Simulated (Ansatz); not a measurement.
B2O3, treated with LDA in Ansatz (plane waves, PAW).

Numerical settings: plane-wave cutoff 520 eV, 12×12×6 k mesh (along the axes of the cell as run), Fermi–Dirac smearing 0.03 eV, scalar-relativistic PAW data made under PBE.

Starting structure:

```xyz
15
Lattice="4.3358 0.0000 0.0000 -2.1679 3.7549 0.0000 0.0000 0.0000 8.3397" Properties=species:S:1:pos:R:3 pbc="T T T"
O      2.2852     0.5546     1.0691
O      2.7129     1.7017     3.8490
O      1.5056     1.4986     6.6289
O     -0.6623     2.2563     7.2706
O      0.1173     3.2003     4.4907
O      0.5450     2.0532     1.7108
O      0.6968     0.0000     2.7799
O     -0.3484     0.6034     5.5598
O      1.8195     3.1515     0.0000
B      1.2160     0.8633     1.8714
B      2.9802     0.6214     4.6513
B      2.3075     2.2702     7.4312
B      0.1396     1.4847     6.4683
B     -0.9519     2.8917     3.6884
B      0.8123     3.1335     0.9085
```

Into what structure does the relaxation of cell and atoms lead at this level, with the symmetry of the start kept?

The volume shrinks by 5.5 %; final space group P3_121.
```xyz
15
Lattice="4.2898 0.0000 0.0000 -2.1449 3.7151 0.0000 0.0000 0.0000 8.0537" Properties=species:S:1:pos:R:3 pbc="T T T"
O      2.2318     0.6053     1.0073
O      2.6497     1.6301     3.6918
O      1.5532     1.4797     6.3764
O     -0.5917     2.2354     7.0464
O      0.0869     3.1098     4.3619
O      0.5048     2.0849     1.6773
O      0.6325     0.0000     2.6846
O     -0.3163     0.5478     5.3691
O      1.8286     3.1673     0.0000
B      1.1761     0.9012     1.8242
B      2.9213     0.5679     4.5087
B      2.3373     2.2460     7.1933
B      0.1924     1.4691     6.2295
B     -0.9688     2.8139     3.5449
B      0.7764     3.1471     0.8604
```

Note: the volume lies 5 % below that of the published cell.

Ansatz is a first-principles code.
